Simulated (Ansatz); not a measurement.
The reference is Au in the fcc (Cu type) structure (space group Fm-3m, No. 225; a = 4.124 Å).

Computed with Ansatz (a quantum-chemistry and plane-wave program) r2SCAN, no spin-orbit coupling, earlier PAW set.

Base values:

```
Property       Result
--------  -----------
Density   18.65 g/cm³
```

Now apply this change: full substitution Au → Pb; the structure is relaxed again.

### Question
Estimate the effect on the density.

### Answer
The density shrinks by 7.58 g/cm³, from 18.65 g/cm³ to 11.07 g/cm³.

Stability against distortions was not tested.
